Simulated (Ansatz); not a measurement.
The starting structures come from a database of crystals and need not be the phases stable at ambient conditions.

By PBEsol, the system below comes out a metal.

A figure of merit of an interconnect metal is its ballistic conductance per area.

```yaml
crystal:
  lattice:
    - [3.22436, 0.00000, 0.00000]
    - [-1.61218, 2.79238, 0.00000]
    - [1.61218, 0.93079, 2.63268]
  atoms:
    - { symbol: Hf, position: [0.00000, 0.00000, 0.00000] }
```

Space group of this cell: Fm-3m, fcc (Cu type). The cell is strained (all lengths scaled by 1.02); by PBEsol its mean pressure is -8.7 GPa.

The current flows along the normal of the first two printed cell vectors, the (111) plane of the conventional cell. No spin-orbit coupling; the value is a mean over 0.1 eV about the Fermi level.

Problem. Give the ballistic conductance per area that PBEsol in Ansatz (a quantum-chemistry and plane-wave program) yields.

Solution. 1.2 × 10¹⁵ S/m² for both spins.
